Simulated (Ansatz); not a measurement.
L1₂ (Cu3Au-type) Ni3Al

All values below come from PBEsol in Ansatz (plane waves, PAW).

Settings: plane-wave cutoff 520 eV, 16×16×16 k mesh, Fermi–Dirac smearing 0.05 eV, spin-polarised with parallel moments, scalar-relativistic PAW data made under PBE.

Cell: measured lattice: a = b = c = 3.5670 Å, α = β = γ = 90.00°.

```
Quantity                                           Value
-----------------------------------------------  -------
band gap                                            none
magnetic moment (largest site, within a sphere)  0.26 μB
```

Note: moments this small hang on the smearing and the k mesh; cell and atoms aren't relaxed at this level (pressure -7.5 GPa).

Moments are spin moments.

Static lattice: no zero-point or thermal effects.

It cost very roughly 70 core-seconds of CPU time.

Ansatz is an electronic-structure program.
